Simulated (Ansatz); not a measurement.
An Ansatz (an electronic-structure program) run: a single point on CsPbCl3, its geometry relaxed with PBEsol; DFT with r2SCAN, PAW potentials and a 500 eV plane-wave cutoff in Ansatz, without spin-orbit coupling.

Input:

Ansatz 0.2 input:
```yaml
crystal:
  lattice:
    - [5.6187540049, 0, 0]
    - [0, 5.6187540049, 0]
    - [0, 0, 5.6187540049]
  atoms:
    - { symbol: Cs, position: [0, 0, 0] }
    - { symbol: Pb, position: [0.5, 0.5, 0.5] }
    - { symbol: Cl, position: [0, 0.5, 0.5] }
    - { symbol: Cl, position: [0.5, 0.5, 0] }
    - { symbol: Cl, position: [0.5, 0, 0.5] }
basis: { ecutwfc: 500, ecutrho_ratio: 4, xc_grid: 4, fft_grid_basis: typed }
kpoints: { mp_grid: { grid: [6, 6, 6] } }
hamiltonian:
  xc: r2scan
  dispersion: none
  pseudopotentials: { kind: paw }
scf: { occupations: { method: fermi_dirac, width: 0.05 }, convergence: { dr2_threshold: 0.0000000005 } }
output: { forces: true, stress: true }
checkpoint: { write: state.ck, write_every: 1000 }
```

Output (explanatory and most iteration lines left out):

```
Pseudopotential: Cs, paw, valence charge 9
Pseudopotential: Pb, paw, valence charge 14
Pseudopotential: Cl, paw, valence charge 7
Crystal: 5 atoms, lattice volume = 177.386 Å³
Basis set: ecut = 500 eV, 4457 PW (Γ), exchange–correlation on 180×180×180 points (64 copies of the dense FFT grid, shifted against one another)
Bands: 27, of which v1, the nominal top of the filled ones, is band 22 counted from 1 (21 counted from 0)
Symmetry: 48 space group operations
Space group: Pm-3m (ITA 221), of the structure as read, at distance tolerance 5.6e-5 Å
k-points: 20 of 216
Functional: x = r2scan, c = r2scan; τ floored in thin density (d = 2e-4 eV/Å³)
SCF iter   1: F=—  HF=-20866.131660 eV  |F-HF|=—  |Δ(HF+E_count)|=         —  Δρ=4.51e-3  dr2=2.37e-2  dr2_τ=5.66e-3  ethr=1.77e-3  ⟨swp⟩=7.7  Hψ=2794  notcnv=0
SCF iter   2: F=—  HF=-20866.156550 eV  |F-HF|=—  |Δ(HF+E_count)|=   2.49e-2  Δρ=2.02e-3  dr2=5.19e-3  dr2_τ=2.30e-4  ethr=5.38e-5  ⟨swp⟩=2.5  Hψ=1232  notcnv=0  defer=18
SCF 1 converged in 8 iterations: F = -20866.155869 eV  dr2 = 7.79e-11
SCF converged after 8 iterations
Free energy (F): -20866.155869 eV
Internal energy: -20866.155869 eV  (E = F + TS)
E sigma→0 (E₀):  -20866.155869 eV
Fermi energy:    4.933421 eV
--- Forces (eV/Å), atoms counted from 1 ---
  atom   1  Cs    -0.00000000     0.00000000    -0.00000000
  atom   2  Pb     0.00000000    -0.00000000    -0.00000000
  atom   3  Cl     0.00000000     0.00000000    -0.00000000
  atom   4  Cl     0.00000000    -0.00000000    -0.00000000
  atom   5  Cl     0.00000000    -0.00000000     0.00000000
--- Stress (GPa, compression-positive) ---
        0.773988      -0.000000       0.000000
        0.000000       0.773988       0.000000
       -0.000000       0.000000       0.773988
  P = ⅓ Tr σ = 0.7740 GPa (7.740 kbar)
```

Single points use the geometry relaxed with PBEsol. Spin-orbit coupling, missing from the scalar runs, can matter with Pb. Stability against distortions was not tested. The cell is CsPbCl3 in the cubic perovskite structure (space group Pm-3m, No. 221). Many cubic perovskites are stable only at high temperature; tilts and polar distortions were not tested. This is not the structure that CsPbCl3 has at room temperature and ambient pressure.
